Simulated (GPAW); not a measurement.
Input and output of a self-consistent single point for Ir (Fm-3m, 1 atom in the cell) (GPAW)

Method: PBE, GPAW PAW datasets PBE (gpaw-data 1.0.1) (plane waves; GPAW 25.7.0).

Input as run:

```python
from ase import Atoms
from ase.units import GPa
from gpaw import GPAW, PW

atoms = Atoms(['Ir'],
              cell=[[0.000000, 1.950667, 1.950667],
                    [1.950667, 0.000000, 1.950667],
                    [1.950667, 1.950667, 0.000000]],
              scaled_positions=[[0.000000, 0.000000, 0.000000]],
              pbc=True)

calc = GPAW(mode=PW(550),
            xc='PBE',
            kpts={'size': (14, 14, 14), 'gamma': True},
            occupations={'name': 'methfessel-paxton', 'width': 0.136, 'order': 0},
            nbands=-5,
            convergence={'forces': 0.001},
            symmetry={'symmorphic': False, 'tolerance': 0.0005},
            maxiter=150)

atoms.calc = calc

energy = atoms.get_potential_energy()
print('Energy (eV):', round(energy, 6))
forces = atoms.get_forces()
print('Forces (eV/Ang):')
print(forces.round(5))
stress = atoms.get_stress()
print('Stress (GPa, Voigt):', (stress / GPa).round(4))
```

Output (repeated stretches shortened):

```
Input parameters:
  convergence: {forces: 0.001}
  kpts: {gamma: True,
         size: (14, 14, 14)}
  maxiter: 150
  mode: {ecut: 550.0,
         name: pw}
  nbands: -5
  occupations: {name: methfessel-paxton,
                order: 0,
                width: 0.136}
  symmetry: {symmorphic: False,
             tolerance: 0.0005}
  xc: PBE

species:
  Ir:
    name: Iridium
    Z: 77.0
    valence: 15
    core: 62
    charge: 0.0
    file: Ir.PBE.gz

    # Using partial waves for Ir as LCAO basis

Reference energy: -484484.849336  # eV

Spin-paired calculation

Convergence criteria:
 Maximum [total energy] change in last 3 cyles: 0.0005 eV / valence electron
 Maximum integral of absolute [dens]ity change: 0.0001 electrons / valence electron
 Maximum integral of absolute [eigenst]ate change: 4e-08 eV^2 / valence electron
 Maximum change in the atomic [forces] across last 2 cycles: 0.001 eV/Ang OR
Maximum error relative to the maximum force is below inf
 Maximum number of scf [iter]ations: 150

Symmetries present (total): 48
Symmetries with fractional translations: 0
2744 k-points: 14 x 14 x 14 Monkhorst-Pack grid + [1/28,1/28,1/28]
104 k-points in the irreducible part of the Brillouin zone
       k-points in crystal coordinates                weights
   0:     0.00000000    0.00000000    0.00000000          1/2744
   1:     0.07142857    0.07142857    0.00000000          6/2744
   2:     0.07142857    0.07142857    0.07142857          8/2744
   [... 7 lines left out ...]
          ...
 103:     0.50000000    0.50000000    0.50000000          4/2744

Wave functions: Plane wave expansion
  Cutoff energy: 550.000 eV
  Number of coefficients (min, max): 411, 448
  Pulay-stress correction: 0.000000 eV/Ang^3 (de/decut=0.000000)

Occupation numbers: Methfessel-Paxton:
  width: 0.1360  # eV
  order: 0

Eigensolver

Densities:
  Coarse grid: 15*15*15 grid
  Fine grid: 30*30*30 grid
  Total Charge: 0.000000

Density mixing:
  Method: separate
  Backend: pulay
  Linear mixing parameter: 0.05
  old densities: 5
  Damping of long wavelength oscillations: 50

Hamiltonian:
  XC and Coulomb potentials evaluated on a 30*30*30 grid
  External potential:
    NoExternalPotential

XC parameters: PBE with 2 nearest neighbor stencil

Number of atoms: 1
Number of atomic orbitals: 12
Number of bands in calculation: 12
Number of valence electrons: 15
Bands to converge: occupied

Density initialized from atomic densities
  12 bands from LCAO basis set

Atomic positions and initial magnetic moments

Positions:
   0 Ir     0.000000    0.000000    0.000000    ( 0.0000,  0.0000,  0.0000)

Unit cell:
           periodic     x           y           z      points  spacing
  1. axis:    yes    0.000000    1.950667    1.950667    15     0.1502
  2. axis:    yes    1.950667    0.000000    1.950667    15     0.1502
  3. axis:    yes    1.950667    1.950667    0.000000    15     0.1502

  Lengths:   2.758660   2.758660   2.758660
  Angles:   60.000000  60.000000  60.000000

Effective grid spacing dv^(1/3) = 0.1638

     iter     time        total  log10-change:
                         energy   eigst   dens  force
iter:   1 --:--:--    -9.411264
iter:   2 --:--:--    -9.414785   -1.32  -1.55
iter:   3 --:--:--    -9.422913   -1.65  -1.55
iter:   4 --:--:--    -9.416464   -3.34  -1.90
iter:   5 --:--:--    -9.426420   -1.69  -1.92
iter:   6 --:--:--    -9.374558   -2.42  -1.94
iter:   7 --:--:--    -9.374562   -4.21  -3.11
iter:   8 --:--:--    -9.374553c  -5.97  -3.00
iter:   9 --:--:--    -9.374785c  -4.27  -3.00
iter:  10 --:--:--    -9.374789c  -5.91  -3.65
iter:  11 --:--:--    -9.374811c  -5.57  -3.78
iter:  12 --:--:--    -9.374815c  -5.20  -3.64
iter:  13 --:--:--    -9.374791c  -5.85  -3.55
iter:  14 --:--:--    -9.374791c  -7.58c -4.86c
iter:  15 --:--:--    -9.374791c  -9.36c -5.41c -29.92c

Converged after 15 iterations.

Dipole moment: (0.000000, 0.000000, -0.000000) |e|*Ang

Energy contributions relative to reference atoms: (reference = -484484.849336)

Kinetic:         -0.614639
Potential:       +0.195047
External:        +0.000000
XC:              -8.748920
Entropy (-ST):   -0.013299
Local:           -0.199629
SIC:             +0.000000
--------------------------
Free energy:     -9.381440
Extrapolated:    -9.374791

Showing only first 2 kpts
 Kpt  Band  Eigenvalues  Occupancy
  0     5     10.31825    2.00000
  0     6     10.31825    2.00000
  0     7     12.79972    2.00000
  0     8     12.79972    2.00000

  1     5     10.47600    2.00000
  1     6     10.47600    2.00000
  1     7     12.55710    2.00000
  1     8     12.88222    2.00000

Fermi level: 13.82500

No gap
No difference between direct/indirect transitions
Energy (eV): -9.374791

Forces in eV/Ang:
  0 Ir    0.00000    0.00000    0.00000

Stress tensor:
     0.054578     0.000000    -0.000000
     0.000000     0.054578     0.000000
    -0.000000     0.000000     0.054578
Stress (GPa, Voigt): [ 8.7443  8.7443  8.7443  0.     -0.      0.    ]
```

The run converged in 15 iterations. GPAW prints stress with tension positive.

The starting cell comes from a database of computed structures (which also holds hypothetical and non-ambient phases and stackings), without a prior relaxation at this level. Its lattice was rescaled by a random factor within 2.5 % of one. Spin-orbit coupling is off. Spin polarisation is off. With a pressure of about -9 GPa the cell is away from its equilibrium volume at this level.
